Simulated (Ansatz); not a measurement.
## Smallest direct gap on the k points sampled of NH4Br (P-43m, No. 215, 6 atoms in the cell; start COD 1008127) at several levels of theory

No measured value is used here.

```
level (code)         value (eV)
-------------------  ----------
PBEsol+SOC (Ansatz)           …
r²SCAN (Ansatz)            4.90
HSE06+SOC (Ansatz)         5.37
PBE0 (Ansatz)              6.25
r²SCAN0 (Ansatz)           6.58
```

Problem. Some entries are withheld; supply them.

Solution. 
- PBEsol+SOC (Ansatz, a program for electronic structure), value (eV): 4.01

At these levels the smallest gap is indirect and lower: r²SCAN 4.82, PBE0 6.15, r²SCAN0 6.49 eV. Computed values are for a static lattice. Spin–orbit coupling is included only where a level's name says +SOC; with heavier elements it mostly lowers gaps and can invert bands.  Values are at the measured cell. Cutoffs and k meshes differ between the levels. Ansatz's density-functional and Hartree–Fock values are scalar-relativistic unless marked +SOC, with PAW data made under PBE.
